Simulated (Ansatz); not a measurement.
Results of r²SCAN0 (plane waves, PAW; Ansatz, a quantum-chemistry and plane-wave program) for zinc-blende BeS.

Settings: plane-wave cutoff 520 eV, 10×10×10 k mesh, Fermi–Dirac smearing 0.01 eV, scalar-relativistic PAW data made under PBE.

Energies at three volumes about the minimum:

```tsv
V (Å³/atom)	E − E_lowest (meV/atom)
13.944	2.76
14.223	0.00
14.659	2.63
```

Problem. Fit a parabola by hand: where is the minimum, what lattice constant follows, and what is the bulk modulus?

Solution. Slopes: (0.00 − 2.76)/(14.223 − 13.944) = -9.892 and (2.63 − 0.00)/(14.659 − 14.223) = 6.032 meV/Å³. Curvature E″ = 2 × (6.032 − (-9.892))/(14.659 − 13.944) = 44.543 meV/Å⁶. From the middle of the first interval, the slope vanishes at V0 = 14.0835 − (-9.892)/44.543 = 14.306 Å³/atom. B = V0 E″ = 14.306 × 44.543 meV/Å³ × 0.1602 GPa per meV/Å³ = 102 GPa. With 8 atoms in the cube, a = (8 × 14.306)^(1/3) = 4.855 Å. The full Birch–Murnaghan fit to all volumes gives V0 = 14.299 Å³/atom and B0 = 101 GPa.

Measured, for comparison: bulk modulus 105 GPa (room temperature, no zero-point or thermal correction; as tabulated in Narayana, Nesamony, Ruoff, Phys. Rev. B 56, no. 22 (1997)); lattice constant a 4.87 Å (room temperature, no zero-point or thermal correction; as tabulated in Narayana, Nesamony, Ruoff (BeS at high pressure; core.ac.uk copy)). Computed (rounded) less measured: bulk modulus -4 %.
